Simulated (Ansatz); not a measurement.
Functionals compared on a constructed model of the (0001) surface of hcp Ru, a pseudomorphic layer of Cu in the host's stacking (bottom of the slab: a bare face, its two planes held), in Ansatz (plane waves, PAW). The structure was relaxed with PBE; the other rows are single points on it. Cutoff 420 eV (500 eV for r2SCAN).

Model: 7-atom slab, 13.2 Å thick at the start with caps and adatoms (thin: gaps and levels are the slab's own), 16x16x1 mesh, Fermi-Dirac 0.1 eV, dipole correction, 2 atoms held, the rest relaxed; held to the start's symmetry, so lower structures may exist; no spin, no spin-orbit, no U. In PBE it is, or lies within 0.01 eV a 1x1 cell of, the lowest of the 2 structures of its composition computed so far; subsurface sites and larger cells were not tried. These notes are the PBE run's.

| functional | work function of the top face (eV) | rough cost of the single point |
|---|---|---|
| PBE | 4.52 | – |
| RPBE | [?] | around 20 core-seconds (rough) |
| r2SCAN | 4.52 | about 50 core-seconds (a rough figure) |

### Question
Some entries are withheld; supply them.

### Answer

- RPBE, work function of the top face (eV): 4.35

Ansatz is a first-principles code.
